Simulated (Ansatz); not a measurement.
AlHO2, response to strain

The parent structure is AlHO$_{2}$ (space group Pnnm, No. 58; a = 4.1599 Å, b = 4.6943 Å, c = 2.8400 Å; a cell from a computed database, its experimental status unchecked). Axes: x, y, z lie along a, b, c of the conventional cell.

Strains are applied to the cell and any free atomic positions relax; under biaxial strain the out-of-plane vector relaxes too.

Levels (all Ansatz, an electronic-structure program, PAW): PBEsol (420 eV, scalar-relativistic without spin-orbit coupling); HSE06 (420 eV, no spin-orbit coupling).

Band gaps by level, all at the geometries relaxed with PBEsol:

```csv
case,PBEsol,HSE06
base,6.08 eV,8.00 eV
"biaxial strain −2.07 %, plane normal [001], relaxed out of plane",6.31 eV,8.25 eV
"biaxial strain +0.60 %, plane normal [001], relaxed out of plane",6.01 eV,7.91 eV
"biaxial strain +2.21 %, plane normal [001], relaxed out of plane",5.71 eV,7.63 eV
uniaxial strain ε_yy = +0.87 %,5.96 eV,7.87 eV
```

Single points use the geometry relaxed with PBEsol. Stability against distortions was not tested.
